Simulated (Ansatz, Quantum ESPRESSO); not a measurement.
## PtAl₂ (Fm-3m, 3 atoms in the cell) computed with different codes at matched settings

Zone-centre phonon calculation.

```yaml
crystal:
  lattice:
    - [0.00000, 2.97628, 2.97628]
    - [2.97628, 0.00000, 2.97628]
    - [2.97628, 2.97628, 0.00000]
  atoms:
    - { symbol: Al, position: [0.25000, 0.25000, 0.25000] }
    - { symbol: Al, position: [0.75000, 0.75000, 0.75000] }
    - { symbol: Pt, position: [0.00000, 0.00000, 0.00000] }
```

Shared settings, as Ansatz (an electronic-structure program) writes them: kpoints.mp_grid.grid = 7 7 7; scf.occupations.method = fermi_dirac; scf.occupations.width = 0.1 eV. Potentials and cutoffs stand in the table.

| code | model | highest zone-centre frequency (cm⁻¹) | cutoff |
|---|---|---|---|
| Ansatz | PBE, default PAW files | 277 | default |
| Quantum ESPRESSO | PBE, PSlibrary ultrasoft (PBE) pseudopotentials | 279 | 45 Ry |

On Ansatz's run: spin-orbit coupling is off. Spin polarisation is off.

The spread over the programs that give each value: highest zone-centre frequency within 2.0 cm⁻¹.

The starting cell has typed, rounded lattice constants, without a prior relaxation at this level. Its lattice was rescaled by a random factor within 2.5 % of one.

Keys are those of Ansatz 0.2.
